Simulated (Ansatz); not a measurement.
```
Al2Lu
1.0
    0.00000     3.83578     3.83578
    3.83578     0.00000     3.83578
    3.83578     3.83578     0.00000
Lu Al
2 4
Direct
  0.50000   0.50000   0.50000
  0.75000   0.75000   0.75000
  0.12500   0.12500   0.12500
  0.62500   0.12500   0.12500
  0.12500   0.12500   0.62500
  0.12500   0.62500   0.12500
```

The numbers are results of PBEsol, DFPT electron-phonon coupling, linearised Boltzmann equation (plane waves, PAW, scalar-relativistic; Ansatz, a quantum-chemistry and plane-wave program), not measurements. How the cell was made: relaxed with this functional, without spin-orbit coupling.

Problem. Predict the intrinsic resistivity at 300 K.

Solution. 24 μΩ·cm.

Problem. And the electrons' mean free path at that temperature?

Solution. 6.8 nm, weighted by the current that each state carries. Wires not much wider than this gain resistivity from their walls.

A metal at this level (no band gap). Only scattering by harmonic phonons is included (no impurities, grain boundaries, electron-electron scattering or thermal expansion). Spin-orbit coupling is left out, which matters with elements this heavy. The run warned that the eigensolver left some states short of its tolerance. Halving the electron mesh (20x20x20) moves the resistivity by up to 7 % at 300 K, the mean free path by up to 3 %. Smearing 0.20 eV; phonons on a 3x3x3 q mesh, which this run doesn't test.

Computed structure, not matched to a measured one here, so possibly hypothetical: LuAl2 (Fd-3m).
